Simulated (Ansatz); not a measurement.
The starting structures come from a database of crystals and need not be the phases stable at ambient conditions.

 Where the default PAW files enter, the runs use the earlier of Ansatz's two default sets.

Inside the gap of an insulator the Bloch states are evanescent, with a wavenumber k + iκ along the transport direction.

Data:

```yaml
crystal:
  lattice:
    - [4.03846, 0.00000, 0.00000]
    - [0.00000, 7.62975, 0.00000]
    - [0.00000, 0.96284, 5.27644]
  atoms:
    - { symbol: La, position: [0.75000, 0.26408, 0.17723] }
    - { symbol: La, position: [0.25000, 0.73592, 0.82277] }
    - { symbol: C, position: [0.75000, 0.64175, 0.34692] }
    - { symbol: C, position: [0.25000, 0.35825, 0.65308] }
    - { symbol: N, position: [0.25000, 0.33923, 0.43176] }
    - { symbol: N, position: [0.75000, 0.66077, 0.56824] }
    - { symbol: N, position: [0.25000, 0.38155, 0.87739] }
    - { symbol: N, position: [0.75000, 0.61845, 0.12261] }
    - { symbol: Cl, position: [0.75000, 0.04199, 0.74522] }
    - { symbol: Cl, position: [0.25000, 0.95801, 0.25478] }
```

Space group of this cell: P2_1/m. The cell is taken as given; by r2SCAN its mean pressure is -1.9 GPa.

Transport runs along the normal of the first two printed cell vectors.

The gap is the functional's own. No spin-orbit coupling. Mid-gap values are interpolated on the energy grid.

Problem. Predict the band gap and the smallest decay constant κ at mid-gap from r2SCAN (Ansatz, an electronic-structure program).

Solution. Gap 3.66 eV on a 8×4×6 mesh; κ = 0.321 1/Å, at (0.000, 0.500) of the in-plane reciprocal vectors. At the zone centre, at the nearest computed energy, the slowest state has κ = 0.32 1/Å.
